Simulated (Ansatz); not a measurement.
Charge-transition levels above the valence-band maximum in beta Si3N4 (eV), each at one geometry relaxed with PBE and evaluated in Ansatz (a quantum-chemistry and plane-wave program) with PBE, r2SCAN. Host gaps: PBE 4.25 eV, r2SCAN 4.90 eV. Details: 84-site cell; 2×2×2 shifted k-points; charged states image-corrected; no Hubbard U; corrections pass 1 eV, so highly charged states may be off by several tenths; flagged in the runs: for some of the defects a doubtful potential alignment, a host whose relaxation on this sampling wasn't shown to rest, a strain field that reaches the edge of the cell.

```tsv
defect	PBE	r2SCAN
Al interstitial (+3/+2)	0.55	0.72
Ti interstitial (+2/+1)	1.72	2.01
Al interstitial (+2/+1)	1.06	1.61
Mo interstitial (+2/+1)	0.97	1.29
Mo interstitial (+1/0)	2.75	3.21
Mn on the Si site [the Si(1,4-fold) site] (0/−1)	1.48	1.38
Si vacancy [the Si(1,4-fold) site] (−2/−3)	1.75	2.03
Ru interstitial (0/−1)	3.23	3.91
O interstitial started at a bond centre [bond centre of Si(1,4-fold) and N(3,3-fold), 1.75 Å] (0/−1)	1.69	1.82
```

PBE less r2SCAN: over the 9 rows with both numbers (drawn at random from the settled rows of this host; unsettled states are left out), mean -0.31 eV, median -0.29 eV, mean size 0.33 eV, from -0.68 to 0.11 eV.
